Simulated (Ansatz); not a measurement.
The parent structure is GaCuSe2 in the chalcopyrite structure (space group I-42d, No. 122; a = 5.672 Å, c = 11.263 Å). Axes: x, y, z lie along a, b, c of the conventional cell.

Level of theory: PBE (Ansatz, a quantum-chemistry and plane-wave program, PAW, scalar-relativistic without spin-orbit coupling), earlier PAW set.

For the base:

The volume per atom is 22.65 Å³ and the band gap is zero. The pressure is 0.0 GPa.

Modification: biaxial strain +0.67 %, plane normal [001], relaxed out of plane (Cartesian); in-plane vectors clamped, the third vector and the atoms free.

How does this affect the energy relative to the base?

The energy rises by 0.5 meV/atom.

How does this affect the volume per atom?

The volume per atom increases by 0.128 Å³ (22.65 Å³ → 22.77 Å³).

How does this affect the band gap?

The band gap remains zero.

Predict the new pressure.

The pressure (mean of the normal stresses, compression positive) goes from zero to -0.3 GPa.

No phonon test of stability was made. All final runs are without spin polarisation. Gaps under 0.05 eV, about the width of the smearing, are given as zero. A zero or small gap of GaCuSe2 can be the functional's error rather than a property of the material.
